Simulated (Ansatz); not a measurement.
Band structure of TiN (Fm-3m, 2 atoms in the cell).

```xyz
2
Lattice="0.0000 2.1414 2.1414 2.1414 0.0000 2.1414 2.1414 2.1414 0.0000" Properties=species:S:1:pos:R:3 pbc="T T T"
Ti     0.0000     0.0000     0.0000
N      2.1414     2.1414     2.1414
```

Method: PBE (plane waves, PAW; Ansatz, a first-principles code).

Settings: basis.ecutwfc = 30.9 Ry; kpoints.mp_grid.grid = 17 17 17; hamiltonian.xc = pbe; hamiltonian.pseudopotentials = {kind: paw} (the program's default PAW files); scf.occupations.method = fermi_dirac; scf.occupations.width = 0.0037 Ry; kpoints.band_path.npoints = 8.

The starting cell comes from a database of computed structures (which also holds hypothetical and non-ambient phases and stackings), without a prior relaxation at this level. Its lattice was rescaled by a random factor within 2.5 % of one. Spin polarisation is off; with an odd number of electrons in the cell that forces a metal, and a magnetic state may lie lower.

Levels in eV from the Fermi level, bands 5 to 12:
```
point       5      6      7      8      9     10     11    12
-----  ------  -----  -----  -----  -----  -----  -----  ----
Γ      -16.94  -2.01  -2.01  -2.01  -0.59  -0.59  -0.59  0.56
X      -15.54  -5.76  -3.19  -3.19  -2.94   1.57   2.28  2.28
W      -15.11  -5.38  -5.38  -5.24   0.88   0.88   2.28  2.95
K      -15.15  -5.70  -5.64  -4.37  -0.45   1.89   2.21  3.40
L      -14.59  -7.91  -5.34  -5.34   1.61   1.61   2.25  5.51
U      -15.15  -5.70  -5.64  -4.37  -0.45   1.89   2.21  3.40
```

Bands cross the Fermi level along this path, so the cell is metallic at this level.

Keys are those of Ansatz 0.2.
